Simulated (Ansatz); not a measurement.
Functionals compared on NH3 on the 1x1 (0001) surface of hcp Ti, one in a 2x2 cell, started at the site 'top Ti', in Ansatz (plane waves, PAW). The structure was relaxed with PBE; the other rows are single points on it, each with its references at the same level. Cutoff 420 eV (500 eV for r2SCAN).

Slab: 20 atoms, 6.8 Å thick at the start under the adsorbate (thin: gaps and levels are the slab's own); k 6x6x1, smearing 0.1 eV, dipole-corrected; 8 atoms held, the rest relaxed; held to the start's symmetry, so lower structures may exist; no spin, no spin-orbit, no U, no dispersion correction. At the end it is bonded to Ti. In PBE it is, or lies within 0.03 eV of, the lowest of the starts that converged. These notes are the PBE run's. Adsorption energies are against NH3(g). A negative adsorption energy means that the adsorbate is more stable on the surface than in its reference.

| functional | adsorption energy (eV) | work function of the top face (eV) | change of the work function (eV) | rough cost of the single point |
|---|---|---|---|---|
| PBE | -0.86 | 2.39 | -2.00 | – |
| RPBE | -0.68 | 2.32 | -1.97 | very roughly 120 core-seconds |
| r2SCAN | -1.01 | 2.31 | -2.21 | about 4 core-minutes (a rough figure) |

Ansatz is an electronic-structure program.
